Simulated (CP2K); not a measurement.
## Worked example: self-consistent single point of ScF3 (C2, 4 atoms in the cell) in CP2K

Method: LDA (Pade form), GPW, DZVP-MOLOPT-SR-GTH basis, GTH-PADE potentials (GTH_POTENTIALS) in CP2K.

Input as run:

```
&GLOBAL
  PROJECT scf3
  RUN_TYPE ENERGY_FORCE
  PRINT_LEVEL LOW
&END GLOBAL
&FORCE_EVAL
  METHOD Quickstep
  STRESS_TENSOR ANALYTICAL
  &DFT
    BASIS_SET_FILE_NAME BASIS_MOLOPT
    POTENTIAL_FILE_NAME GTH_POTENTIALS
    &QS
      METHOD GPW
      EPS_DEFAULT 1E-10
    &END QS
    &MGRID
      CUTOFF 600
      REL_CUTOFF 60
      NGRIDS 5
    &END MGRID
    &SCF
      SCF_GUESS ATOMIC
      EPS_SCF 1E-6
      MAX_SCF 100
      ADDED_MOS 6
      &DIAGONALIZATION
        ALGORITHM STANDARD
      &END DIAGONALIZATION
      &MIXING
        METHOD BROYDEN_MIXING
        ALPHA 0.3
        NBUFFER 8
      &END MIXING
    &END SCF
    &KPOINTS
      SCHEME MONKHORST-PACK 8 8 7
      GAMMA_CENTERED T
    &END KPOINTS
    &XC
      &XC_FUNCTIONAL PADE
      &END XC_FUNCTIONAL
    &END XC
    &PRINT
      &MO
        EIGENVALUES T
        OCCUPATION_NUMBERS T
        NDIGITS 8
        FILENAME mo
        &EACH
          QS_SCF 0
        &END EACH
        ADD_LAST NUMERIC
      &END MO
      &MULLIKEN OFF
      &END MULLIKEN
    &END PRINT
  &END DFT
  &SUBSYS
    &CELL
      A 3.82551500 0.00000000 0.00000000
      B -1.10099800 3.66365500 0.00000000
      C -1.00801100 -1.35547200 3.65522300
      PERIODIC XYZ
    &END CELL
    &COORD
      Sc      -1.04611665     3.62284188     0.00000000
      F       -0.09697254     2.15453608     3.11340929
      F       -0.37478001     1.78096919     0.54181371
      F        2.99163019    -0.43241766     1.82761150
    &END COORD
    &KIND Sc
      BASIS_SET DZVP-MOLOPT-SR-GTH
      POTENTIAL GTH-PADE-q11
    &END KIND
    &KIND F
      BASIS_SET DZVP-MOLOPT-SR-GTH
      POTENTIAL GTH-PADE-q7
    &END KIND
  &END SUBSYS
  &PRINT
    &FORCES ON
    &END FORCES
    &STRESS_TENSOR ON
    &END STRESS_TENSOR
  &END PRINT
&END FORCE_EVAL
```

Output, abridged:

```
 GLOBAL| Method name                                                        CP2K
 GLOBAL| Project name                                                       scf3
 GLOBAL| Run type                                                   ENERGY_FORCE

 TOTAL NUMBERS AND MAXIMUM NUMBERS

  Total number of            - Atomic kinds:                                   2
                             - Atoms:                                          4
                             - Shell sets:                                     4
                             - Shells:                                        23
                             - Primitive Cartesian functions:                 21
                             - Cartesian basis functions:                     73
                             - Spherical basis functions:                     65

  Maximum angular momentum of- Orbital basis functions:                        3
                             - Local part of the GTH pseudopotential:          2
                             - Non-local part of the GTH pseudopotential:      3

 SCF PARAMETERS         Density guess:                                    ATOMIC
                        max_scf:                                             100
                        max_diis:                                              4
                        eps_scf:                                        1.00E-06
                        eps_diis:                                       1.00E-01
                        eps_eigval:                                     1.00E-05
                        level_shift [a.u.]:                             0.000000
                        added MOs                                         6    0
                        Mixing method:                            BROYDEN_MIXING
                                                charge density mixing in g-space
                        No outer SCF

 Extrapolation method: initial_guess

 Number of electrons:                                                         32
 Number of occupied orbitals:                                                 16
 Number of molecular orbitals:                                                22

 Number of orbital functions:                                                 65
 Number of independent orbital functions:                                     65

 SCF WAVEFUNCTION OPTIMIZATION

  Step     Update method      Time    Convergence         Total energy    Change
     1 NoMix/Diag. 0.30E+00      -     1.87761771      -119.5460048375 -1.20E+02
     2 Broy./Diag. 0.30E+00      -     0.07138953      -116.8572822455  2.69E+00
     3 Broy./Diag. 0.30E+00      -     0.03108688      -119.3513131318 -2.49E+00
     4 Broy./Diag. 0.30E+00      -     0.01113093      -119.6183252437 -2.67E-01
     5 Broy./Diag. 0.30E+00      -     0.00821637      -119.3821700293  2.36E-01
     6 Broy./Diag. 0.30E+00      -     0.00427309      -119.5960120453 -2.14E-01
     7 Broy./Diag. 0.30E+00      -     0.00015522      -119.5723947924  2.36E-02
     8 Broy./Diag. 0.30E+00      -     0.00051404      -119.5698815509  2.51E-03
     9 Broy./Diag. 0.30E+00      -     0.00002860      -119.5713742700 -1.49E-03
    10 Broy./Diag. 0.30E+00      -     0.00001044      -119.5715058269 -1.32E-04
    11 Broy./Diag. 0.30E+00      -     0.00000235      -119.5714805570  2.53E-05
    12 Broy./Diag. 0.30E+00      -     0.00000079      -119.5714830364 -2.48E-06

  *** SCF run converged in    12 steps ***

  Electronic density on regular grids:        -31.9999999941        0.0000000059
  Core density on regular grids:               31.9999999992       -0.0000000008
  Total charge density on r-space grids:        0.0000000051
  Total charge density g-space grids:           0.0000000051

  Overlap energy of the core charge distribution:               0.00000000000000
  Self energy of the core charge distribution:               -278.42155181615948
  Core Hamiltonian energy:                                     75.41484718746183
  Hartree energy:                                             103.26065556908705
  Exchange-correlation energy:                                -19.82543397680177

  Total energy:                                              -119.57148303641239

 ENERGY| Total FORCE_EVAL ( QS ) energy [hartree]           -119.571480007027830

 FORCES| Atomic forces [hartree/bohr]
 FORCES|   Atom     x               y               z               |f|
 FORCES|      1 -1.56524464E-03  1.16399552E-03 -7.84650480E-09   1.95060922E-03
 FORCES|      2  8.89901502E-04  1.88415616E-04 -3.61830263E-04   9.78951616E-04
 FORCES|      3  7.56729962E-05 -9.06462145E-04  3.61838431E-04   9.78941812E-04
 FORCES|      4  9.40999880E-04 -6.99782856E-04 -3.68433044E-10   1.17267933E-03
 FORCES| Sum     3.41329744E-04 -2.53833864E-04 -4.65845711E-11
 FORCES| Total atomic force                                       4.25367634E-04

 STRESS| Analytical stress tensor [bar]
 STRESS|                        x                   y                   z
 STRESS|      x       -9.62094283000E+03   3.78939484345E+04   2.96147878421E+04
 STRESS|      y        3.78939484345E+04   1.31547965041E+04   3.98230413283E+04
 STRESS|      z        2.96147878421E+04   3.98230413283E+04  -1.43191398135E+04
 STRESS| 1/3 Trace                                            -3.59509537978E+03
```

The run converged in 12 iterations.

The starting cell comes from a database of computed structures (which also holds hypothetical and non-ambient phases and stackings), without a prior relaxation at this level. Its lattice was rescaled by a random factor within 2.5 % of one. Values carry the incompleteness of an atom-centred basis.

Cost on one core of a shared machine: roughly 30 s.
